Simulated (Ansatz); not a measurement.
Band structure of MoS2 (R-3m, 3 atoms in the cell).

```yaml
crystal:
  lattice:
    - [1.56092, 0.90120, 6.19060]
    - [-1.56092, 0.90120, 6.19060]
    - [0.00000, -1.80239, 6.19060]
  atoms:
    - { symbol: Mo, position: [0.00000, 0.00000, 0.00000] }
    - { symbol: S, position: [0.24885, 0.24885, 0.24885] }
    - { symbol: S, position: [0.75115, 0.75115, 0.75115] }
```

Method: PBEsol, PAW files made with PBE (plane waves; Ansatz, a program for electronic structure).

Settings: kpoints.mp_grid.grid = 12 12 12; hamiltonian.xc = pbesol; hamiltonian.pseudopotentials = {kind: paw} (an earlier, softer set of the program's PAW files); scf.occupations.method = gaussian; scf.occupations.width = 0.2 eV; kpoints.band_path.path = [[0.0, 0.0, 0.0], [0.5, 0.0, 0.0], [0.5, 0.18079471, -0.18079471]]; kpoints.band_path.npoints = 8.

The starting cell comes from a database of computed structures (which also holds hypothetical and non-ambient phases and stackings), without a prior relaxation at this level. Its lattice was rescaled by a random factor within 2.5 % of one. Spin polarisation is off.

Levels in eV from the Fermi level, bands 10 to 16:
```csv
point,10,11,12,13,14,15,16
Γ,-1.89,-1.54,-0.92,-0.92,0.00,0.00,3.40
L,-4.19,-2.80,-2.11,-1.42,1.32,2.13,3.40
B1,-4.49,-3.85,-3.46,0.21,0.67,1.07,3.32
```

Bands cross the Fermi level along this path, so the cell is metallic at this level.

Keys are those of Ansatz 0.2.
